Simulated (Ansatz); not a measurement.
**Al3Pd2, pressure series**

Start from Al₃Pd₂ (space group P-3m1, No. 164; a = 4.2101 Å, c = 5.1395 Å; a cell from a computed database, its experimental status unchecked).

Cell and atoms are relaxed at each pressure.

The values are results of Kohn–Sham DFT with the PBEsol functional, run in Ansatz (a first-principles code) with PAW and 420 eV plane waves, no spin-orbit coupling, not measurements.

```json
[
 {"P (GPa)": "-2.00", "V (Å³/atom)": "16.014"},
 {"P (GPa)": "-1.00", "V (Å³/atom)": "15.894"},
 {"P (GPa)": "0.30", "V (Å³/atom)": "15.745"},
 {"P (GPa)": "0.70", "V (Å³/atom)": "15.701"},
 {"P (GPa)": "1.50", "V (Å³/atom)": "15.615"},
 {"P (GPa)": "2.99", "V (Å³/atom)": "15.460"},
 {"P (GPa)": "4.99", "V (Å³/atom)": "15.266"},
 {"P (GPa)": "7.49", "V (Å³/atom)": "15.040"},
 {"P (GPa)": "9.99", "V (Å³/atom)": "14.830"}
]
```

Question: Fit a third-order Birch–Murnaghan equation of state.

Answer: Least squares on P(V) = (3B₀/2)[(V₀/V)^(7/3) − (V₀/V)^(5/3)]·[1 + (3/4)(B₀′ − 4)((V₀/V)^(2/3) − 1)] gives V₀ = 15.78 Å³/atom, B₀ = 140 GPa and B₀′ = 4.5.

Load acts through the strain it causes; cell and atoms are relaxed under it. No phonon test of stability was made. Competing high-pressure phases were not computed. All final runs are without spin polarisation.
